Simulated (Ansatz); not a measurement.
## Element substitutions in C

The parent structure is C in the diamond structure (space group Fd-3m, No. 227; a = 3.560 Å).

Each row replaces one element on all its sites; cell and atoms are relaxed.

Level of theory: r2SCAN/PAW in Ansatz (a first-principles code), no spin-orbit coupling.

Before the change:

| Quantity | Value |
|---|---|
| Volume per atom | 5.64 Å³ |

Question: The aim is a volume per atom between 3.22 Å³ and 3.52 Å³. Which of these changes reaches it?
A) C → H
B) C → Sn
C) C → Ge

Answer: A, C → H. It gives 3.35 Å³; C → Ge gives 22.84 Å³; C → Sn gives 35.39 Å³. Changes not listed may reach it too

No phonon test of stability was made. As relaxed here, H is a hypothetical phase, not in the database extracts checked.
